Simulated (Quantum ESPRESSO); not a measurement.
Troubleshooting Quantum ESPRESSO: a failed run on Cs₂VAgF₆ (Fm-3m, 10 atoms in the cell). The aim is a self-consistent single point with DFT, PBEsol, plane waves, PseudoDojo standard norm-conserving (PBESOL) pseudopotentials.

Cell that was meant: a = 6.3341 Å, b = 6.3341 Å, c = 6.3341 Å, α = 60.00°, β = 60.00°, γ = 60.00°.

Part of the input:

```fortran
&SYSTEM
    ibrav = 0
    nat = 10
    ntyp = 3
    ecutwfc = 85
    occupations = 'smearing'
    smearing = 'gauss'
```

Log, with long lists cut:

```
     This program is part of the open-source Quantum ESPRESSO suite
     for quantum simulation of materials; please cite

Warning: card F     18.9984  F.UPF ignored

 %%%%%%%%%%%%%%%%%%%%%%%%%%%%%%%%%%%%%%%%%%%%%%%%%%%%%%%%%%%%%%%%%%%%%%%%%%%%%%
     Error in routine read_cards (5):
     species F in ATOMIC_POSITIONS is nonexistent
 %%%%%%%%%%%%%%%%%%%%%%%%%%%%%%%%%%%%%%%%%%%%%%%%%%%%%%%%%%%%%%%%%%%%%%%%%%%%%%

     stopping ...
```

Problem. Read the log: what does the program object to, and what is the fix?

Solution. The fault is a species count that does not match the list of species. The number of species decides how many lines of the species card are read. To fix it, make the count match the list. The program stopped before any SCF iteration.

The sound input it was made from differs as follows (other fixes are possible):
```diff
-    ntyp = 3
+    ntyp = 4
```

With that input, the run converged in 14 iterations: free energy E − TS -11513.7226 eV; Fermi level (on the code's own zero) 7.35 eV; pressure -3.16 GPa; largest force (vector length) 0.235 eV/Å; size of the cell's spin moment 2.00 μB (DFT, PBEsol, plane waves, PseudoDojo standard norm-conserving (PBESOL) pseudopotentials).

On the sound input: the starting cell comes from a database of computed structures (which also holds hypothetical and non-ambient phases and stackings), without a prior relaxation at this level. With one magnetic atom in the cell only a parallel order is possible. With a pressure of about -3 GPa the cell is away from its equilibrium volume at this level.
